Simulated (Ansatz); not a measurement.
**Effect of biaxial strain +2.11 %, plane normal [001], relaxed out of plane on BN**

Consider BN in the zinc blende structure (space group F-43m, No. 216; a = 3.6097 Å). Axes: x, y, z lie along the cube axes.

The change: biaxial strain +2.11 %, plane normal [001], relaxed out of plane (Cartesian); in-plane vectors clamped, the third vector and the atoms free.

All numbers come from plane-wave PAW DFT at the r2SCAN level (Ansatz, a quantum-chemistry and plane-wave program, 500 eV), no spin-orbit coupling. Settings: 16×16×16 k-points, 0.05 eV Fermi–Dirac smearing.

| quantity | base | changed | shift |
|---|---|---|---|
| space group | F-43m (No. 216) | I-4m2 (No. 119) | – |
| energy relative to the base (free energy F) | 0 meV/atom | +14 meV/atom | +14 meV/atom |
| pressure (mean of the normal stresses, compression positive) | 0.00 GPa | -12.04 GPa | -12.04 GPa |
| band gap | 5.00 eV | 4.44 eV | -0.566 eV |
| gap character | – | indirect, Γ → M | – |
| smallest direct gap | 9.59 eV | 9.10 eV | -0.49 eV |
| electron mass | 0.87 mₑ along k, 0.29 mₑ across (at X) | 0.84 mₑ along k, 0.30 mₑ across (at X) | – |
| hole mass | – | 0.48 mₑ out of plane, 0.51 mₑ in plane (at Γ) | – |
| valence-band top at Γ (three highest levels, from the VBM) | 0.00, 0.00, 0.00 eV | 0.00, -0.28, -0.28 eV | – |
| valley order (the lowest conduction-band minima on the path, energy above the VBM, named in the base's zone) | X along ⟨100⟩ 5.00 eV | X along [001] 4.44 eV; X along [100] 4.95 eV | – |
| out-of-plane strain | – | -0.91 % | – |
| ratio −ε⊥/ε∥ | – | 0.43 | – |

Final structure (turned so that z lies along the plane normal):

```
CELL_PARAMETERS angstrom
      2.60633     0.00000     0.00000
      0.00000     2.60633     0.00000
      1.30316    -1.30316     1.78840
ATOMIC_POSITIONS crystal
  N  0.25000 0.25000 0.50000
  B  0.00000 0.00000 0.00000
```

Effective masses come from finite differences of ±0.01 Å⁻¹. Along k means along the line from Γ to the band edge. Stability against distortions was not tested. k-point labels follow each cell's own Brillouin zone.
